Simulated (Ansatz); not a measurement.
Base system: GaP in the zinc blende structure (space group F-43m, No. 216; a = 5.439 Å). Axes: x, y, z lie along the cube axes.

All numbers come from PBEsol (Ansatz, a first-principles code; PAW; 420 eV plane waves; no SOC).

For the base:

| Quantity | Result |
|---|---|
| Pressure | 0.00 GPa |
| Band gap | 1.45 eV |

Modification: the cell is compressed by 1.50 % along z with no lateral relaxation, atoms relaxed at fixed cell.

Q: What happens to the pressure?

A: The pressure (mean of the normal stresses, compression positive) goes from zero to 1.32 GPa.

Q: What happens to the band gap?

A: The band gap drops by 0.17 eV, from 1.45 eV to 1.28 eV.

The cells carry an imposed strain or load. Whether these cells are dynamically stable was not tested.
